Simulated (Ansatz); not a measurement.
We look at the energy of configuration A over configuration B. The value is E(A) − E(B).

Cell A: a slab of Si (diamond, Fd-3m) cut along (111), 38 atoms, hexagonal cell of 6.70 Å (38.9 Å²), symmetry C2/m, 18.8 Å thick under 16 Å of vacuum, in-plane vectors held at the crystal's; planes from bottom to top: Si | Si5B | Si3 × 8 | Si5B | Si; added, foreign or displaced atoms, above the top plane and below the bottom plane and within the planes: two times SiB bound through B to 4 Si at 2.01–2.09 Å; spin state with PBE: run without spin, k-point mesh 4×4×1.
```
CELL_PARAMETERS angstrom
      6.69934     0.00000     0.00000
      3.34967     5.80180     0.00000
      0.00000     0.00000    35.09797
ATOMIC_POSITIONS crystal
  Si 0.09669 0.00403 0.27329
  B  0.38545 0.00403 0.29603
  Si 0.38541 0.00403 0.35321
  Si 0.71775 0.00403 0.37630
  Si 0.71913 0.00403 0.44375
  Si 0.05220 0.00403 0.46626
  Si 0.05197 0.00403 0.53374
  Si 0.38504 0.00403 0.55625
  Si 0.38642 0.00403 0.62370
  Si 0.71876 0.00403 0.64679
  B  0.71872 0.00403 0.70397
  Si 0.00748 0.00403 0.72671
  Si 0.38543 0.29274 0.27329
  Si 0.71875 0.33739 0.28569
  Si 0.71876 0.33739 0.35397
  Si 0.05310 0.33635 0.37633
  Si 0.05170 0.33774 0.44381
  Si 0.38555 0.33697 0.46627
  Si 0.38567 0.33697 0.53373
  Si 0.71875 0.33774 0.55619
  Si 0.71875 0.33635 0.62367
  Si 0.05205 0.33739 0.64603
  Si 0.05206 0.33739 0.71431
  Si 0.43003 0.29274 0.72671
  Si 0.67414 0.71532 0.27329
  Si 0.05211 0.67067 0.28569
  Si 0.05212 0.67066 0.35397
  Si 0.38542 0.67171 0.37633
  Si 0.38541 0.67031 0.44381
  Si 0.71850 0.67108 0.46627
  Si 0.71862 0.67108 0.53373
  Si 0.05247 0.67031 0.55619
  Si 0.05107 0.67171 0.62367
  Si 0.38541 0.67066 0.64603
  Si 0.38541 0.67067 0.71431
  Si 0.71874 0.71532 0.72671
  Si 0.71876 0.00403 0.76722
  Si 0.38540 0.00403 0.23278
```

Cell B: a slab of Si (diamond, Fd-3m) cut along (111), 38 atoms, hexagonal cell of 6.70 Å (38.9 Å²), symmetry C2/m, 18.2 Å thick under 17 Å of vacuum, in-plane vectors held at the crystal's; planes from bottom to top: B | Si3 | Si2 | Si | Si2 | Si4 | Si3 × 4 | Si4 | Si2 | Si | Si2 | Si3 | B; added, foreign or displaced atoms, above the top plane and below the bottom plane and within the planes: two times SiB bound through Si to 4 Si at 2.25–2.40 Å; spin state with PBE: run without spin, k-point mesh 4×4×1.
```xyz
38
Lattice="6.6993 0.0000 0.0000 3.3497 5.8018 0.0000 0.0000 0.0000 34.6951" Properties=species:S:1:pos:R:3 pbc="T T T"
Si     0.6413     0.0234     8.9861
Si     2.5908     0.0234    10.3793
Si     2.5919     0.0234    12.6259
Si     4.9142     0.0234    12.9831
Si     4.8738     0.0234    15.3489
Si     0.3753     0.0234    16.1634
Si     0.3496     0.0234    18.5317
Si     2.5503     0.0234    19.3462
Si     2.5100     0.0234    21.7120
Si     4.8322     0.0234    22.0692
Si     4.8334     0.0234    24.3158
Si     0.0835     0.0234    25.7090
Si     3.5694     1.7122     8.9896
Si     5.9441     1.9588     9.5941
Si     5.9456     1.9602    12.0465
Si     1.4339     2.0336    13.0059
Si     1.4574     1.9957    15.3834
Si     3.7065     1.9232    16.1629
Si     3.7177     1.9232    18.5322
Si     5.9667     1.9957    19.3117
Si     5.9903     2.0336    21.6892
Si     1.4786     1.9602    22.6486
Si     1.4800     1.9588    25.1010
Si     3.8547     1.7122    25.7055
Si     6.9191     4.1363     8.9896
Si     2.5945     3.8897     9.5941
Si     2.5959     3.8883    12.0465
Si     4.7835     3.8149    13.0059
Si     4.8071     3.8528    15.3834
Si     7.0562     3.9254    16.1629
Si     7.0674     3.9254    18.5322
Si     2.6171     3.8528    19.3117
Si     2.6406     3.8149    21.6892
Si     4.8282     3.8883    22.6486
Si     4.8297     3.8897    25.1010
Si     7.2044     4.1363    25.7055
B      4.8309     0.0234    26.4268
B      2.5933     0.0234     8.2683
```

All numbers come from Ansatz (a program for electronic structure), plane waves with PAW, its default PAW set, cutoff 420 eV, 500 eV for r2SCAN. The structures are at rest with PBE, within the held lattices; other levels are single points on them. HSE06 runs on coarser k-point meshes, mended by the PBE difference between the two meshes. Neutral cells; Fermi-Dirac smearing of at most 0.05 eV in the solids, energies taken to zero width. The lattices are those relaxed with PBE, so at other levels the solids can be strained, which adds to the spread. Larger cells are relaxed from a start prepared with the learned potential CHGNet, on a coarser mesh till forces fall under 0.03 eV/Å, which some starts already meet. A dispersion term (D3(BJ), or D4 for r2SCAN) was computed beside these levels and is taken off wherever the name lacks it. No zero-point or thermal terms. Cells are local rest points, mostly with their start's symmetry. No correction for cell size. Cell A has symmetry C2/m and got no random move, so less symmetric positions, which may lie lower, weren't tried. Cell B has symmetry C2/m and got no random move, so less symmetric positions, which may lie lower, weren't tried.

Task: What is the computed value (HSE06)?

Result: -2.48 eV for A less B, so A lies lower.

Task: How does the value move with the functional?

Result: 
```tsv
Functional	value (eV)	less HSE06
PBE	-2.37	0.11
r2SCAN	-2.43	0.05
```

The levels span 0.11 eV, from HSE06 (-2.48) to PBE (-2.37).
